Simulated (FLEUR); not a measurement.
FLEUR run on SnO₂ (P4_2/mnm, 6 atoms in the cell): self-consistent single point.

Level of theory: FLEUR with PBE, all-electron FLAPW (FLEUR), scalar-relativistic valence.

The change in words: lattice scaled by 0.98. Reference geometry:
```yaml
crystal:
  lattice:
    - [4.79341, 0.00000, 0.00000]
    - [0.00000, 4.79341, 0.00000]
    - [0.00000, 0.00000, 3.22675]
  atoms:
    - { symbol: Sn, position: [0.50000, 0.50000, 0.50000] }
    - { symbol: Sn, position: [0.00000, 0.00000, 0.00000] }
    - { symbol: O, position: [0.19403, 0.80597, 0.50000] }
    - { symbol: O, position: [0.80597, 0.19403, 0.50000] }
    - { symbol: O, position: [0.69403, 0.69403, 0.00000] }
    - { symbol: O, position: [0.30597, 0.30597, 0.00000] }
```

Reference input (self-consistent single point, DFT, PBE, all-electron FLAPW (FLEUR), scalar-relativistic valence): Kmax = 4.6 1/bohr; GmaxXC = 18.4 1/bohr; xcFunctional = pbe; jspins = 1; l_soc = F; mode = hist; fermiSmearingEnergy = 0.00073499 Htr; mesh (inpgen div1-3) = 4 4 5; inpgen gamma flag = true; Gmax = 18.4 1/bohr; numbands = 0; maxIterBroyd = 15. This run's input differs from it in these lines:

```diff
@@ -3,5 +3,5 @@
 &input film=f /
-9.0582302133 0.0000000000 0.0000000000
-0.0000000000 9.0582302133 0.0000000000
-0.0000000000 0.0000000000 6.0976643240
+8.8770659492 0.0000000000 0.0000000000
+0.0000000000 8.8770659492 0.0000000000
+0.0000000000 0.0000000000 5.9757108486
 1.0
@@ -47,5 +47,5 @@
          <bravaisMatrix>
-            <row-1>    9.0582302132999999     0.0000000000000000     0.0000000000000000</row-1>
-            <row-2>    0.0000000000000000     9.0582302132999999     0.0000000000000000</row-2>
-            <row-3>    0.0000000000000000     0.0000000000000000     6.0976643240000001</row-3>
+            <row-1>    8.8770659492000004     0.0000000000000000     0.0000000000000000</row-1>
+            <row-2>    0.0000000000000000     8.8770659492000004     0.0000000000000000</row-2>
+            <row-3>    0.0000000000000000     0.0000000000000000     5.9757108486000003</row-3>
          </bravaisMatrix>
```

Log, with long lists cut:

```
 Iteration:     1   Distance:      25.86114732 me/bohr^3
 Iteration:     2   Distance:      22.49493287 me/bohr^3
 Iteration:     3   Distance:       9.45508412 me/bohr^3
 Iteration:     4   Distance:       5.00659035 me/bohr^3
 Iteration:     5   Distance:       2.07619149 me/bohr^3
   [... 9 lines left out ...]
 Iteration:    15   Distance:       0.00002579 me/bohr^3
 Iteration:    16   Distance:       0.00002335 me/bohr^3
 Iteration:    17   Distance:       0.00001488 me/bohr^3
 Iteration:    18   Distance:       0.00000193 me/bohr^3
 Reset of history
 Run finished successfully
 Stop message:
   Structural relaxation: new displacements generated

[file out, last iteration]
             iter=     19
[...]
          total density-effective poten   -2.0909835605E+04
          total charge density-energy d   -3.6529303875E+02
 Updated energy parameters for spin:           1
[...]
 fermi energy and band-weighting factors:

[...]
FERMIE:
          first approx. to ef    (T=0)  :   0.282131 htr   (energy of the highest occ. eigenvalue)
          number of occ. states  (T=0)  :        468
          first approx. to seigv (T=0)  :  -7.840382 htr
          sum of weights of occ. states :  26.000000
          sum of semicore charge        :   0.000000 e
FERHIS:  Fermi-Energy by histogram:
          bandgap                     :   0.055474 htr
   [... lines left out ...]
          charge neutrality (T=0)     :   0.000000    (zero if the highest occ. eigenvalue is "entirely" occupied)
 Direct bandgap for spin            1 :    5.5474102569845085E-002  Htr
 ---->    free energy=                    -12659.2961790034 htr
   [... lines left out ...]
      extrapolation for T->0
 ---->    total electron energy=          -12659.2961790034 htr
 ***** TOTAL FORCES ON ATOMS *****
 TOTAL FORCE FOR ATOM TYPE=  1  X=  4.439   Y=  4.439   Z=  2.988
                       FX_TOT= 0.000000 FY_TOT= 0.000000 FZ_TOT= 0.000000
 TOTAL FORCE FOR ATOM TYPE=  2  X=  1.722   Y= -1.722   Z=  2.988
                       FX_TOT= 0.001981 FY_TOT=-0.001981 FZ_TOT= 0.000000
```

The run converged in 18 iterations. FLEUR gives forces in its relaxation mode, with a further iteration, so its stop message speaks of a relaxation. Against the reference run the free energy goes up by 49.5 meV/atom, the largest force goes from 0.088 to 0.144 eV/Å and the gap on the mesh goes from 0.805 to 1.510 eV.

The starting cell comes from a database of computed structures (which also holds hypothetical and non-ambient phases and stackings), without a prior relaxation at this level. Its lattice was rescaled by a random factor within 2.5 % of one. For this run, on top of that: lattice scaled by 0.98. Values depend on the basis (sphere radii, cutoffs, local orbitals), which need not be converged.

Cost on one core of a shared machine: roughly 3 min.
